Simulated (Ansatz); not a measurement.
Take In₂Si₂O₇ (space group C2/m, No. 12) as the base.

```xyz
11
Lattice="3.3160 -4.3248 0.0000 3.3160 4.3248 0.0000 -1.0364 0.0000 4.6101" Properties=species:S:1:pos:R:3 pbc="T T T"
In     3.3160     1.6642     0.0000
In     3.3160    -1.6642     0.0000
Si     1.0457     0.0000     1.8890
Si     4.5500     0.0000     2.7211
O      4.2592    -1.3561     3.6023
O      1.3365     1.3561     1.0078
O      1.3365    -1.3561     1.0078
O      4.2592     1.3561     3.6023
O     -0.5182     0.0000     2.3050
O      3.7385     0.0000     1.3024
O      1.8572     0.0000     3.3077
```

Cartesian axes are those of the cell as printed.

Computed with PBEsol/PAW in Ansatz (a first-principles code), scalar-relativistic without spin-orbit coupling.

One thing is altered: the cell is compressed by 1.62 % along x with no lateral relaxation; the atoms relax in the strained cell.

Task: Predict the stress tensor and what it implies for the stiffness.

Result: Stress of the strained cell less that of the base (GPa, compression positive):
```
   4.57    0.00    0.07
   0.00    1.93    0.00
   0.07    0.00    2.19
```

Then −Δσ_ii/ε with ε = -0.0162 gives secant stiffness values (nonlinear terms included at this strain): C11 ≈ 282 GPa, C12 ≈ 119 GPa and C13 ≈ 135 GPa.

Whether these cells are dynamically stable was not tested.
